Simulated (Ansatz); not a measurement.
**Response to strain in hypothetical rock salt BeTe**

Base system: BeTe in the rock salt structure (space group Fm-3m, No. 225; a = 5.3616 Å; a hypothetical phase, not in the database extracts checked; relaxed with 0.1 eV smearing). Axes: x, y, z lie along the cube axes.

Strains are applied to the cell and any free atomic positions relax; under biaxial strain the out-of-plane vector relaxes too; under stress the whole cell relaxes.

Method: Ansatz (a first-principles code), PBE, PAW, cutoff 420 eV, scalar-relativistic without spin-orbit coupling, earlier PAW set.

Notes on the quantities. energy relative to the base: free energy F.

```csv
case,energy relative to the base,space group,shortest interatomic distance
base,0 meV/atom,Fm-3m (No. 225),268.1 pm
"biaxial strain +0.96 %, plane normal [001], relaxed out of plane",+1.3 meV/atom,I4/mmm (No. 139),266.1 pm
"biaxial strain −1.59 %, plane normal [111], relaxed out of plane",+4.3 meV/atom,R-3m (No. 166),266.2 pm
isotropic strain −0.86 %,+2.7 meV/atom,Fm-3m (No. 225),265.8 pm
isotropic strain +2.55 %,+22 meV/atom,Fm-3m (No. 225),274.9 pm
isotropic strain +2.90 %,+28 meV/atom,Fm-3m (No. 225),275.9 pm
uniaxial strain ε_xx = −1.21 %,+1.0 meV/atom,I4/mmm (No. 139),264.8 pm
"uniaxial stress, 3 GPa compression along z",+5.1 meV/atom,I4/mmm (No. 139),260.2 pm
tensor shear ε_xz = +2.05 %,+4.2 meV/atom,Immm (No. 71),268.1 pm
tensor shear ε_xz = +0.65 %,+0.4 meV/atom,Immm (No. 71),268.1 pm
```

Beyond what the load breaks, stability against distortions was not tested. All final runs are without spin polarisation.
